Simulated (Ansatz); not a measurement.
Consider interstitial Al in wurtzite AlN, charge state +3. The step: several atoms move together, Al the farthest; the atom moves 2.51 Å along (0.00, 0.00, -0.50) of the unit cell; the moving atom starts with neighbours 3 Al at 2.36; 3 N at 1.91, 3 N at 2.31 Å and ends with 3 Al at 2.36; 3 N at 1.91, 3 N at 2.31 Å. A PBE band in Ansatz (plane-wave PAW, the Γ point alone, 192 host sites, 27 SCF runs with any check of the saddle's order, static, no finite-size correction) gives a forward barrier of 2.33 eV. The saddle point's order was not checked, and it lies on a symmetry element of the cell, where a band can be held. The charge state is imposed; whether it is stable for some Fermi level was not computed. Sites that were not tried may lie lower.

Single points at the band's start and saddle point can refine it. Rough cost of one point, in units of the band's mean SCF on the same machine:

```
Level                                                     Cost of one point
--------------------------------------------------------  -----------------
PBE, a 2×2×2 k-point mesh shifted by half a step along c            about 7
r2SCAN at 500 eV, the Γ point alone                                 about 2
HSE06, Γ point alone                                               about 20
```

### Question
Which of these move the barrier by more than 0.1 eV, and how far does each move it?

### Answer
Not one does. PBE, a 2×2×2 k-point mesh shifted by half a step along c: -0.02 eV; r2SCAN at 500 eV, the Γ point alone: +0.06 eV; HSE06, Γ point alone: +0.08 eV. Each functional is compared with PBE at the same k-points.

Ansatz is a program for electronic structure.
